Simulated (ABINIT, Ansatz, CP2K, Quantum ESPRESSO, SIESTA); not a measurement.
Sc₂Te₃ (Immm, 5 atoms in the cell) computed with different codes at matched settings

Self-consistent single point.

```xyz
5
Lattice="-2.0568 2.9285 6.3902 2.0568 -2.9285 6.3902 2.0568 2.9285 -6.3902" Properties=species:S:1:pos:R:3 pbc="T T T"
Sc     0.0000     0.0000     8.4652
Sc     0.0000     0.0000     4.3152
Te     0.0000     2.9285     0.0000
Te     2.0568     0.0000     2.2550
Te     0.0000     2.9285     4.1352
```

All programs got the same cell, k-point mesh and kind of occupations (in Ansatz's words: kpoints.mp_grid.grid = 4 4 4; scf.occupations.method = gaussian; scf.occupations.width = 0.2 eV); potentials, basis and cutoffs are each program's usual ones.

| code | model | pressure (GPa) | largest force (eV/Å) | k-points | cutoff |
|---|---|---|---|---|---|
| Quantum ESPRESSO | LDA (PZ), PSlibrary PAW (LDA) pseudopotentials | -4.02 | 0.181 | 18 | 55 Ry |
| Ansatz | LDA (PW92), PAW files made with PBE | -3.86 | 0.189 | 18 | 420 eV |
| CP2K | LDA (Pade form), GPW, TZVP-MOLOPT-SR-GTH basis, GTH-PADE potentials (GTH_POTENTIALS) | -3.70 | 0.169 | 36 | grid 600 Ry |
| SIESTA | LDA PW92, numerical atomic orbitals DZP, PseudoDojo LDA standard norm-conserving potentials (rewritten from UPF to PSML) | -3.88 | 0.083 | 44 | grid 350 Ry |
| ABINIT | LDA (PW92), PAW (JTH v2.0 LDA PAW) | -3.76 | 0.191 | 18 | 30 Ha |

Size of the force on each atom (eV/Å): Sizes of forces hide their directions.

```csv
code,Sc1,Sc2,Te3,Te4,Te5
Quantum ESPRESSO,0.025,0.025,0.000,0.181,0.181
Ansatz,0.023,0.023,0.000,0.189,0.189
CP2K,0.048,0.048,0.000,0.169,0.169
SIESTA,0.028,0.028,0.000,0.083,0.083
ABINIT,0.043,0.043,0.000,0.191,0.191
```

The spread over the programs that give each value: pressure within 0.32 GPa; largest force within 0.108 eV/Å.

The starting cell comes from a database of computed structures (which also holds hypothetical and non-ambient phases and stackings), without a prior relaxation at this level. On Ansatz's run: Spin-orbit coupling is off. In the base run, with a pressure of about -4 GPa the cell is away from its equilibrium volume at this level. Without a gap this mesh is coarse (it stands for a supercell whose shortest vector is 16 Å).

**Question.** Why do the programs differ, and what cannot be compared?

**Answer.** Differences of this kind can come from the potentials, where these differ, and from what each basis and cutoff leave unconverged. The valence holds different numbers of electrons (Quantum ESPRESSO 40, Ansatz (an electronic-structure program) 70, CP2K 40, SIESTA 70, ABINIT 40). The zero of total energies and Fermi levels follows the potentials and each program's conventions, so they are not compared here. CP2K and SIESTA use small atom-centred bases, whose incompleteness enters pressures, forces and empty levels differently from a plane-wave cutoff. Ansatz's pressure is given at a fixed set of plane waves, as the other plane-wave codes print theirs. The same LDA comes in different parametrisations, which differ slightly. The programs reduce the same mesh by symmetry to different extents, which changes the work and not the result. In the force vectors, SIESTA (by 0.106) lies more than 0.08 eV/Å from the median of the plane-wave programs.

The shared mesh is coarse (it stands for a supercell whose shortest vector is 16 Å), so the values are not converged in it.

Left out of this page: GPAW (failed or unconverged); Elk and FLEUR (not drawn, or without a comparable value).

Keys are those of Ansatz 0.2.
